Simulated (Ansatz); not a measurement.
End structure of H on the 1x1 (0001) surface of hcp Co, ferromagnetic, one in a 2x2 cell, started at the site 'bridge Co-Co (span 2.5 Å)':

```
CELL_PARAMETERS angstrom
      4.98583     0.00000     0.00000
     -2.49292     4.31786     0.00000
      0.00000     0.00000    25.50000
ATOMIC_POSITIONS crystal
  Co 0.33333 0.16667 0.38286
  Co 0.33333 0.66667 0.38286
  Co 0.83333 0.16667 0.38286
  Co 0.83333 0.66667 0.38286
  Co 0.16667 0.33333 0.45946
  Co 0.16667 0.83333 0.45946
  Co 0.66667 0.33333 0.45946
  Co 0.66667 0.83333 0.45946
  Co 0.33464 0.16732 0.54027
  Co 0.33480 0.66740 0.54055
  Co 0.83463 0.16737 0.54028
  Co 0.83463 0.66726 0.54028
  Co 0.16985 0.33698 0.61749
  Co 0.16985 0.83287 0.61749
  Co 0.66834 0.33417 0.61647
  Co 0.66621 0.83310 0.61752
  H  0.00272 0.00136 0.65475
```

Model: 17-atom slab, 6.0 Å thick at the start under the adsorbate (thin: gaps and levels are the slab's own), 7x7x1 mesh, Fermi-Dirac 0.1 eV, dipole correction, 8 atoms held, the rest relaxed; symmetry of the start imposed; spin-polarised, no spin-orbit, no U, no dispersion correction. At the end it is bonded to 3 Co. In PBE it is, or lies within 0.03 eV of, the lowest of the starts that converged.

A negative adsorption energy means that the adsorbate is more stable on the surface than in its reference.

**Question.** Estimate the change of the step from the bottom to the top vacuum level, against the clean slab that PBE run with Ansatz (a program for electronic structure) returns for this input.

**Answer.** -0.028 eV

**Question.** Predict the work function of the top face from PBE.

**Answer.** 4.94 eV

**Question.** Give the change of the work function at the level PBE.

**Answer.** -0.036 eV

**Question.** Estimate the adsorption energy against ½ H2(g) that PBE returns for this input.

**Answer.** -0.54 eV
